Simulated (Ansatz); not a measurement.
Take Y in the hcp (Mg type) structure (space group P6_3/mmc, No. 194) as the base.

```
Y
1.0
    3.65602     0.00000     0.00000
   -1.82801     3.16621     0.00000
    0.00000     0.00000     5.67832
Y
2
Direct
  0.33333   0.66667   0.75000
  0.66667   0.33333   0.25000
```

Method: PBE in Ansatz (plane waves to 420 eV, PAW, spin-orbit coupling left out).

For the base:

The lattice parameter a is 3.656 Å. The band gap comes out as zero.

Modification: a hydrostatic pressure of 15 GPa.

Task: What does the calculation give for the lattice parameter a and band gap after the change?

Result: The lattice parameter a shrinks by 0.319 Å (3.656 Å → 3.337 Å); the band gap remains zero.

Load acts through the strain it causes; cell and atoms are relaxed under it. Whether these cells are dynamically stable was not tested. No other phases were tried under pressure. All final runs are without spin polarisation.

Ansatz is a first-principles code.
